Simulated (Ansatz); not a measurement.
The starting structures come from a database of crystals and need not be the phases stable at ambient conditions.

Tunnelling through a barrier is set by its complex band structure: the current falls as exp(−2κd) with the smallest κ.

Input:

```
CELL_PARAMETERS angstrom
      5.07429     0.00000     0.00000
     -2.53715     4.39446     0.00000
      2.53715     1.46482     5.60609
ATOMIC_POSITIONS crystal
  Ba 0.00000 0.00000 0.00000
  Ti 0.00000 0.50000 0.50000
  B  0.53448 0.76724 0.69828
  B  0.46552 0.23276 0.30172
  O  0.21953 0.56017 0.70749
  O  0.78047 0.43983 0.29251
  O  0.73234 0.65936 0.70749
  O  0.26766 0.34064 0.29251
  O  0.63315 0.07298 0.70749
  O  0.36685 0.92702 0.29251
```

Space group of this cell: R-3. The cell is taken as given; by r2SCAN its mean pressure is -4.7 GPa.

Transport runs along the normal of the first two printed cell vectors, the (001) plane of the conventional cell.

The gap is the functional's own, uncorrected, and κ follows it; spin-orbit coupling is left out. Mid-gap values are interpolated between the computed energies.

Question: Compute, with r2SCAN in Ansatz (a program for electronic structure), the band gap and the smallest decay constant κ at mid-gap.

Answer: Gap 2.83 eV on a 8×8×8 mesh; κ = 0.518 1/Å, at the zone centre.
